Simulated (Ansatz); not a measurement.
Given:

```xyz
10
Lattice="0.0000 5.4982 5.5394 5.4982 0.0000 5.5394 5.4982 5.4982 0.0000" Properties=species:S:1:pos:R:3 pbc="T T T"
Bi     0.0000     0.0000     0.0000
Ag     5.4982     5.4982     5.5394
Cs     2.7491     2.7491     2.7697
Cs     8.2472     8.2472     8.3091
Br     5.4982     2.8122     5.5394
Br     8.1841     5.4982     5.5394
Br     5.4982     8.1841     5.5394
Br     2.8122     5.4982     5.5394
Br     5.4982     5.4982     2.8210
Br     5.4982     5.4982     8.2578
```

No spin polarisation.

Level of theory: LDA (Ansatz, an electronic-structure program, PAW, without spin-orbit coupling). Γ-centred 5×5×5 mesh, Fermi–Dirac width 0.05 eV.

Problem. What is the computed band gap?

Solution. 0.93 eV.

Problem. What is the computed stress (xx, yy, zz, yz, xz, xy; compression positive)?

Solution. (-0.16, -0.16, -0.43, 0.00, 0.00, 0.00) GPa.

With Bi present, leaving out spin-orbit coupling can change the band edges. The cells carry an imposed strain or load. Stability against distortions was not tested. The cell was made from Cs₂AgBiBr₆ (space group Fm-3m, No. 225) by this change: uniaxial strain ε_zz = +0.75 %.
